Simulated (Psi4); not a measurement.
Psi4 1.11, PBE/def2-svp: 1,1,1-trifluoroethane (CC(F)(F)F), 8 atoms. The geometry is a generated start, not checked to be a minimum at this level.

| Item | Result |
|---|---|
| task | energy |
| method | pbe |
| basis | def2-svp |
| memory | 3 GB |
| maxiter | 100 |
| keys of the molecule block | symmetry c1 |
| scf_type | df (default) |
| e_convergence | 1e-06 (default) |
| d_convergence | 1e-06 (default) |
| dft_radial_points | 75 (default) |
| dft_spherical_points | 302 (default) |
| basis functions | 85 |
| grid points | 172291 |

```xyz
8

C      0.7963    -0.1560     0.0242
C     -0.6821     0.1341    -0.0187
F     -1.3226    -0.6218    -0.9255
F     -0.9428     1.4119    -0.3392
F     -1.2828    -0.0928     1.1573
H      0.9462    -1.2005     0.2868
H      1.2630     0.4820     0.7701
H      1.2248     0.0430    -0.9550
```

With the defaults (diis = true, scf_initial_accelerator = adiis, damping_percentage = 0, guess = auto, which took SAD, level_shift = 0, level_shift_cutoff = 0.01, soscf = false, soscf_start_convergence = 0.01, diis_max_vecs = 10) it converges in 9 SCF iterations. One run each on 2 threads, with these changes:
- scf_initial_accelerator = ediis
- guess = sap
- soscf = true, soscf_start_convergence = 0.1
- level_shift = 0.5, level_shift_cutoff = 0.001
- guess = sapgau
- guess = core
- soscf = true, soscf_start_convergence = 0.001
- diis = false, scf_initial_accelerator = none, damping_percentage = 60
- diis_max_vecs = 6

### Question
Which of these changes keep the SCF from converging, or lead it to another solution?

### Answer
No convergence: diis = false, scf_initial_accelerator = none, damping_percentage = 60 (the run ends without SCF convergence in 100 iterations). The rest reach the solution of the defaults.

| setting | SCF iterations | JK calls | end |
|---|---|---|---|
| soscf = true, soscf_start_convergence = 0.1 | 5 | 16 | same solution |
| soscf = true, soscf_start_convergence = 0.001 | 6 | 17 | same solution |
| level_shift = 0.5, level_shift_cutoff = 0.001 | 8 | 9 | same solution |
| the defaults | 9 | 10 | same solution |
| guess = sapgau | 9 | 9 | same solution |
| scf_initial_accelerator = ediis | 9 | 10 | same solution |
| diis_max_vecs = 6 | 9 | 10 | same solution |
| guess = sap | 10 | 10 | same solution |
| guess = core | 12 | 12 | same solution |
| diis = false, scf_initial_accelerator = none, damping_percentage = 60 | 100 | 101 | no convergence |

An SOSCF iteration holds several JK calls; a Hückel guess adds calls on atoms.
